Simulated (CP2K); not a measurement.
A self-consistent single point of WS2 (P1, 6 atoms in the cell) with CP2K.

Method: PBE, GPW, DZVP-MOLOPT-PBE-GTH basis, GTH-PBE potentials (POTENTIAL_UZH) in CP2K.

The change in words: lattice scaled by 0.98. Reference geometry:
```
WS2
1.0
    3.18422     0.00000     0.00000
   -1.59211     2.75761     0.00000
    0.00000     0.00000    12.97828
W S
2 4
Direct
  0.33145   0.66297   0.24884
  0.66929   0.33883   0.75059
  0.33611   0.66783   0.63187
  0.67055   0.33755   0.36929
  0.66439   0.32919   0.12896
  0.32821   0.66362   0.87044
```

Reference input (self-consistent single point, DFT PBE, GPW, DZVP-MOLOPT-PBE-GTH basis, GTH-PBE potentials (POTENTIAL_UZH)): CUTOFF = 500 Ry; REL_CUTOFF = 60 Ry; KPOINTS/SCHEME = MONKHORST-PACK 6 6 2; GAMMA_CENTERED = T; XC_FUNCTIONAL = PBE; W/BASIS_SET = DZVP-MOLOPT-PBE-GTH-q14; W/POTENTIAL = GTH-PBE-q14; S/BASIS_SET = DZVP-MOLOPT-PBE-GTH-q6; S/POTENTIAL = GTH-PBE-q6; METHOD = GPW; EPS_DEFAULT = 1e-10; NGRIDS = 5. This run's input differs from it in these lines:

```diff
@@ -60,5 +60,5 @@
     &CELL
-      A 3.18422000 0.00000000 0.00000000
-      B -1.59211000 2.75761500 0.00000000
-      C 0.00000000 0.00000000 12.97828000
+      A 3.12053600 0.00000000 0.00000000
+      B -1.56026800 2.70246300 0.00000000
+      C 0.00000000 0.00000000 12.71871400
       PERIODIC XYZ
```

Output, abridged:

```
 SCF WAVEFUNCTION OPTIMIZATION

  Step     Update method      Time    Convergence         Total energy    Change
     1 NoMix/Diag. 0.40E+00      -     2.18081125      -178.7584359513 -1.79E+02
     2 Broy./Diag. 0.40E+00      -     0.06436591      -177.7896742807  9.69E-01
     3 Broy./Diag. 0.40E+00      -     0.02841406      -177.2867224628  5.03E-01
     4 Broy./Diag. 0.40E+00      -     0.01924354      -177.1681487671  1.19E-01
     5 Broy./Diag. 0.40E+00      -     0.00446925      -177.2815096780 -1.13E-01
     6 Broy./Diag. 0.40E+00      -     0.00356745      -177.2961951791 -1.47E-02
   [... 7 lines left out ...]
    14 Broy./Diag. 0.40E+00      -     0.00000418      -177.3261028345 -1.07E-05
    15 Broy./Diag. 0.40E+00      -     0.00000439      -177.3261067168 -3.88E-06
    16 Broy./Diag. 0.40E+00      -     0.00000172      -177.3261032877  3.43E-06
    17 Broy./Diag. 0.40E+00      -     0.00000049      -177.3261012750  2.01E-06
  *** SCF run converged in    17 steps ***

  Overlap energy of the core charge distribution:               0.00000001697909
  Self energy of the core charge distribution:               -301.34738961227640
  Core Hamiltonian energy:                                     66.59671668077260
  Hartree energy:                                              82.12747469763086
  Exchange-correlation energy:                                -24.70290305809010

  Total energy:                                              -177.32610127498396

                     Mulliken Population Analysis

 #  Atom  Element  Kind  Atomic population                           Net charge
       1     W        1         14.279737                             -0.279737
       2     W        1         14.292346                             -0.292346
   [... lines left out ...]

 STRESS| Analytical stress tensor [bar]
 STRESS|                        x                   y                   z
 STRESS|      x        1.23102029347E+05   6.16959723327E+02   3.42399681816E+03
 STRESS|      y        6.16959723327E+02   1.14417292479E+05  -3.03297043913E+03
 STRESS|      z        3.42399681816E+03  -3.03297043913E+03   1.51010303923E+05
 STRESS| 1/3 Trace                                             1.29509875250E+05
```

The run converged in 17 iterations. Against the reference run the free energy goes up by 50.3 meV/atom, the pressure goes from 2.04 to 12.95 GPa, the largest force goes from 0.602 to 1.826 eV/Å and the gap on the mesh moves little (1.190 to 1.183 eV).

The starting cell comes from a database of computed structures (which also holds hypothetical and non-ambient phases and stackings), without a prior relaxation at this level. Its atoms were displaced at random from the sites of space group no. 194. For this run, on top of that: lattice scaled by 0.98. Spin-orbit coupling is off. Values carry the incompleteness of an atom-centred basis. With a pressure of about 13 GPa the cell is away from its equilibrium volume at this level. Forces in this geometry exceed 1 eV/Å.

Cost on one core of a shared machine: roughly 2 min.
